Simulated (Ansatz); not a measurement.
A computed series for TiO2: response to strain

Start from TiO$_{2}$ in the anatase structure (space group I4_1/amd, No. 141; a = 3.778 Å, c = 9.584 Å). Axes: x, y, z lie along a, b, c of the conventional cell.

Strains are applied to the cell and any free atomic positions relax; under biaxial strain the out-of-plane vector relaxes too; under stress the whole cell relaxes.

Level of theory: DFT with r2SCAN, PAW potentials and a 500 eV plane-wave cutoff in Ansatz (an electronic-structure program), scalar-relativistic without spin-orbit coupling.

| case | shortest interatomic distance | gap character |
|---|---|---|
| base | 3.652 bohr | – |
| biaxial strain −4.23 %, plane normal [001], relaxed out of plane | 3.557 bohr | – |
| uniaxial strain ε_xx = +1.37 % | 3.657 bohr | indirect, k = (0, 0, 0.417) in the run's primitive reciprocal basis → Γ |
| uniaxial strain ε_xx = +3.72 % | ___ | indirect, k = (0, 0, 0.417) in the run's primitive reciprocal basis → Γ |
| uniaxial strain ε_xx = +5.27 % | 3.641 bohr | indirect, k = (0, 0, 0.417) in the run's primitive reciprocal basis → Γ |
| uniaxial strain ε_zz = +4.62 % | ___ | – |
| uniaxial stress, 1 GPa compression along x | ___ | indirect, Γ–T (87 % along) → Γ |
| uniaxial stress, 5 GPa tension along x | 3.640 bohr | indirect, k = (0, 0, 0.417) in the run's primitive reciprocal basis → Γ |
| uniaxial stress, 2 GPa compression along x | ___ | indirect, Γ–T (87 % along) → Γ |

**Question.** Complete the table.

**Answer.** 
- uniaxial strain ε_xx = +3.72 %, shortest interatomic distance: 3.664 bohr
- uniaxial strain ε_zz = +4.62 %, shortest interatomic distance: 3.682 bohr
- uniaxial stress, 1 GPa compression along x, shortest interatomic distance: 3.642 bohr
- uniaxial stress, 2 GPa compression along x, shortest interatomic distance: 3.631 bohr

Stability under load was not tested beyond the relaxation. The final runs are not spin-polarised. Labels are those of the standard path for the cell's own space group.
